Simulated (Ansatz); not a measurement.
Input and output of a self-consistent single point for Zn₃Ag (P1, 4 atoms in the cell) (Ansatz, a program for electronic structure).

Method of the run: PBEsol, PAW files made with PBE (plane waves; Ansatz).

The change in words: atoms moved at random. Reference geometry:
```xyz
4
Lattice="2.8780 0.0000 0.0000 -1.4390 2.4925 0.0000 0.0000 0.0000 8.6517" Properties=species:S:1:pos:R:3 pbc="T T T"
Zn     1.4390     0.8308     4.3258
Zn     0.0000     1.6616     2.2218
Zn     0.0000     1.6616     6.4299
Ag     1.4390     0.8308     0.0000
```

Reference input (self-consistent single point, DFT, PBEsol, plane waves, PAW files made with PBE): kpoints.mp_grid.grid = 13 13 4; hamiltonian.xc = pbesol; hamiltonian.pseudopotentials = {kind: paw} (an earlier, softer set of the program's PAW files); scf.occupations.method = fermi_dirac; scf.occupations.width = 0.05 eV. This run's input differs from it in these lines:

Ansatz 0.2 input:
```diff
@@ -7,6 +7,6 @@
   atoms:
-    - { symbol: Zn, position: [0.666667, 0.333333, 0.500000] }
-    - { symbol: Zn, position: [0.333333, 0.666667, 0.256800] }
-    - { symbol: Zn, position: [0.333333, 0.666667, 0.743200] }
-    - { symbol: Ag, position: [0.666667, 0.333333, 0.000000] }
+    - { symbol: Zn, position: [0.670807, 0.338094, 0.503298] }
+    - { symbol: Zn, position: [0.339808, 0.637499, 0.249908] }
+    - { symbol: Zn, position: [0.331003, 0.689076, 0.747802] }
+    - { symbol: Ag, position: [0.658382, 0.335331, -0.001008] }
 kpoints:
```

Log, with long lists cut:

```
SCF iter   1: F=—  HF=-17368.165414 eV  |F-HF|=—  |Δ(HF+E_count)|=         —  Δρ=1.31e-1  dr2=2.90e1  ethr=3.10e-3  ⟨swp⟩=6.9  Hψ=53119  notcnv=0
all-band conjugate gradients solve this SCF's bands
preconditioner: auto → Kerker (q_TF=auto, 2.674 Å⁻¹)
SCF iter   2: F=—  HF=-17366.453965 eV  |F-HF|=—  |Δ(HF+E_count)|=    1.71e0  Δρ=6.58e-2  dr2=1.12e1  ethr=3.10e-3  ⟨swp⟩=2.0  Hψ=20517  notcnv=0  defer=176
   [... lines left out ...]
SCF iter   9: F=—  HF=-17365.097743 eV  |F-HF|=—  |Δ(HF+E_count)|=   1.34e-4  Δρ=1.09e-4  dr2=9.89e-6  ethr=3.76e-7  ⟨swp⟩=2.0  Hψ=18281  notcnv=0  defer=255
SCF iter  10: F=—  HF=-17365.097745 eV  |F-HF|=—  |Δ(HF+E_count)|=   2.28e-6  Δρ=5.24e-5  dr2=1.98e-6  ethr=1.80e-8  ⟨swp⟩=2.0  Hψ=18588  notcnv=0  defer=255
SCF iter  11: F=—  HF=-17365.097745 eV  |F-HF|=—  |Δ(HF+E_count)|=   3.97e-7  Δρ=1.86e-5  dr2=4.17e-7  ethr=3.61e-9  ⟨swp⟩=2.0  Hψ=19934  notcnv=0  defer=255
SCF iter  12: F=-17365.097745 eV  HF=-17365.097745 eV  |F-HF|=3.04e-8  |Δ(HF+E_count)|=   5.28e-8  Δρ=5.88e-6  dr2=2.89e-8  ethr=1.82e-10  ⟨swp⟩=9.3  Hψ=50486  notcnv=0
SCF 1 converged in 12 iterations: F = -17365.097745 eV  dr2 = 2.89e-8
Free energy (F): -17365.097745 eV
Internal energy: -17365.088430 eV  (E = F + TS)
E sigma→0 (E₀):  -17365.093088 eV
Entropy (-TS):   -0.009315 eV (-2.329 meV/atom)
Fermi energy:    12.698685 eV
--- Forces (eV/Å), atoms counted from 1 ---
  atom   1  Zn    -0.00068984    -0.00730173    -0.16341211
  atom   2  Zn    -0.10095836     0.08821712     0.21996835
  atom   3  Zn     0.02996418    -0.06418424    -0.03612592
  atom   4  Ag     0.07168193    -0.01672890    -0.02047366
--- Stress (GPa, compression-positive) ---
       -4.247756      -0.104144      -0.182357
       -0.104144      -4.243385       0.212592
       -0.182356       0.212592      -3.923425
  P = ⅓ Tr σ = -4.1382 GPa (-41.382 kbar)
  The stress holds the Pulay correction. Without it, at fixed plane waves, as pw.x and ABINIT print it: P = -4.2425 GPa
```

The run converged in 12 iterations. Against the reference run the free energy goes up by 2.8 meV/atom, the pressure goes from -4.62 to -4.14 GPa and the largest force goes from 0.149 to 0.258 eV/Å.

The starting cell comes from a database of computed structures (which also holds hypothetical and non-ambient phases and stackings), without a prior relaxation at this level. Its lattice was rescaled by a random factor within 2.5 % of one. For this run, on top of that: atoms moved at random. With a pressure of about -4 GPa the cell is away from its equilibrium volume at this level. Ansatz's pressure includes its estimate of the finite-basis (Pulay) stress.

Cost on one core of a shared machine: roughly 2 min.
